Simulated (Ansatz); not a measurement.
Input and output of a relaxation of the atoms for CaPt₂ (R3m, 6 atoms in the cell) (Ansatz, a quantum-chemistry and plane-wave program).

Computed with LDA (PW92), default PAW files made with PBE (plane waves; Ansatz).

The change in words: one atom moved by 0.15 angstrom; relax: default → atoms; relax.f_tol: default → 0.001 eV/Å. Reference geometry:
```yaml
crystal:
  lattice:
    - [0.00000, 3.81133, 3.81133]
    - [3.81133, 0.00000, 3.81133]
    - [3.81133, 3.81133, 0.00000]
  atoms:
    - { symbol: Ca, position: [0.00000, 0.00000, 0.00000] }
    - { symbol: Ca, position: [0.25000, 0.25000, 0.25000] }
    - { symbol: Pt, position: [0.12500, 0.62500, 0.62500] }
    - { symbol: Pt, position: [0.62500, 0.62500, 0.12500] }
    - { symbol: Pt, position: [0.62500, 0.12500, 0.62500] }
    - { symbol: Pt, position: [0.62500, 0.62500, 0.62500] }
```

Reference input (self-consistent single point, DFT, LDA (PW92), plane waves, default PAW files made with PBE): basis.ecutwfc = 420 eV; kpoints.mp_grid.grid = 8 8 8; hamiltonian.xc = lda; hamiltonian.pseudopotentials = {kind: paw} (the program's default PAW files); scf.occupations.method = gaussian; scf.occupations.width = 0.1 eV. This run's input differs from it in these lines:

```diff
@@ -7,3 +7,3 @@
   atoms:
-    - { symbol: Ca, position: [0.000000, 0.000000, 0.000000] }
+    - { symbol: Ca, position: [0.011361, 0.011361, 0.011361] }
     - { symbol: Ca, position: [0.250000, 0.250000, 0.250000] }
@@ -22,2 +22,4 @@
   occupations: { method: gaussian, width: 0.1 eV }
+relax:
+  f_tol: 0.001
 output:
```

Output, abridged:

```
   [... SCF lines of the steps left out ...]
relax step   1: F+E_penalty+E_count = -52530.87783369 eV  Δ(F+E_penalty+E_count) = +0.000e0 eV  max|allowed force component| = 3.751e-1 eV/Å  Δτ_max = 0.0000 Å  (9 SCF iters, dr2 threshold 1.00e-7 eV, accepted)
relax step   2: F+E_penalty+E_count = -52530.90946300 eV  Δ(F+E_penalty+E_count) = -3.163e-2 eV  max|allowed force component| = 1.823e-1 eV/Å  Δτ_max = 0.1792 Å  (7 SCF iters, dr2 threshold 8.79e-6 eV, accepted)
relax step   3: F+E_penalty+E_count = -52530.92614216 eV  Δ(F+E_penalty+E_count) = -1.668e-2 eV  max|allowed force component| = 2.869e-3 eV/Å  Δτ_max = 0.0535 Å  (7 SCF iters, dr2 threshold 2.08e-6 eV, accepted)
relax step   4: F+E_penalty+E_count = -52530.92614232 eV  Δ(F+E_penalty+E_count) = -1.563e-7 eV  max|allowed force component| = 2.862e-3 eV/Å  Δτ_max = 0.0000 Å  (5 SCF iters, accepted)
relax step   5: F+E_penalty+E_count = -52530.92614715 eV  Δ(F+E_penalty+E_count) = -4.839e-6 eV  max|allowed force component| = 4.173e-5 eV/Å  Δτ_max = 0.0009 Å  (6 SCF iters, accepted)
the relaxation is at rest under the 6 symmetry operations that the run kept from its start: a minimum is not shown …
Free energy (F): -52530.926147 eV
Internal energy: -52530.903678 eV  (E = F + TS)
E sigma→0 (E₀):  -52530.914913 eV
Entropy (-TS):   -0.022469 eV (-3.745 meV/atom)
Fermi energy:    16.464128 eV
--- Forces (eV/Å), atoms counted from 1 ---
  atom   1  Ca     0.00002488     0.00002488     0.00002488
  atom   2  Ca    -0.00004184    -0.00004184    -0.00004184
  atom   3  Pt     0.00002936     0.00000260     0.00000260
  atom   4  Pt     0.00000260     0.00000260     0.00002936
  atom   5  Pt     0.00000260     0.00002936     0.00000260
   [... lines left out ...]
    - { symbol: Pt, position: [0.12689350220622198, 0.6268932206366035, 0.6268932206366036] }
    - { symbol: Pt, position: [0.6268932206366035, 0.6268932206366035, 0.12689350220622198] }
    - { symbol: Pt, position: [0.6268932206366035, 0.12689350220622198, 0.6268932206366036] }
    - { symbol: Pt, position: [0.626893480994087, 0.626893480994087, 0.626893480994087] }
```

The run converged. 

Summary of the result:
| Item | Result |
|---|---|
| Free energy E − TS (on the zero of these files) | -52530.9261 eV |
| Fermi level (on the code's own zero) | 16.46 eV |
| Pressure | -5.18 GPa |
| Relaxation steps | 5 |

The starting cell comes from a database of computed structures (which also holds hypothetical and non-ambient phases and stackings), without a prior relaxation at this level. Its lattice was rescaled by up to half a per cent. For this run, on top of that: one atom moved by 0.15 angstrom. Spin polarisation is off. The relaxation keeps the symmetry of its start, so its end need not be a minimum. Ansatz's pressure includes its estimate of the finite-basis (Pulay) stress.

Cost on one core of a shared machine: roughly 3 min.

Keys are those of Ansatz 0.2.
